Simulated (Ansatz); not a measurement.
Consider Cs2AgBiBr6 (space group Fm-3m, No. 225; a = 11.1874 Å).

All numbers come from Kohn–Sham DFT with the PBEsol functional, run in Ansatz (a program for electronic structure) with PAW and 420 eV plane waves, without spin-orbit coupling.

Base values:

The band gap is 1.10 eV and the pressure is 0.00 GPa.

One thing is altered: an isotropic linear strain of +1.50 %, atoms relaxed at fixed cell.

Question: What does the calculation give for the band gap after the change?

Answer: The band gap increases by 0.077 eV (1.10 eV → 1.17 eV).

Question: What happens to the energy relative to the base?

Answer: The energy increases by 5.5 meV/atom.

Question: How does this affect the largest internal atomic displacement?

Answer: The largest internal atomic displacement amounts to 0.014 Å.

Question: How does this affect the pressure?

Answer: The pressure goes from zero to -1.05 GPa.

With Bi present, leaving out spin-orbit coupling can change the band edges. No phonon test of stability was made.
